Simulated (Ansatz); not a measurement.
LiNbO3 (model structure, started from the LiNbO3 type, R3c, No. 161, 10 atoms in the cell) was calculated with r²SCAN+rVV10 (Ansatz, an electronic-structure program, plane waves, PAW).

Settings: plane-wave cutoff 560 eV, 8×8×8 k mesh, Fermi–Dirac smearing 0.01 eV, no spin polarisation, scalar-relativistic PAW data made under PBE.

Cell (relaxed at this level):

```
CELL_PARAMETERS angstrom
      2.55793     1.47682     4.61357
     -2.55793     1.47682     4.61357
      0.00000    -2.95364     4.61357
ATOMIC_POSITIONS crystal
  Li 0.29796 0.29796 0.29796
  Li 0.79796 0.79796 0.79796
  Nb 0.01576 0.01576 0.01576
  Nb 0.51576 0.51576 0.51576
  O  0.73451 0.12151 0.38054
  O  0.38054 0.73451 0.12151
  O  0.12151 0.38054 0.73451
  O  0.88054 0.62151 0.23451
  O  0.23451 0.88054 0.62151
  O  0.62151 0.23451 0.88054
```

Problem. Predict the band gap.

Solution. 
* **band gap**: 4.01 eV (on the SCF k mesh)

Spin–orbit coupling is not included.

A model structure was made by putting elements into a prototype or built by hand; here it ended with the formula and space group of a phase in our tables.
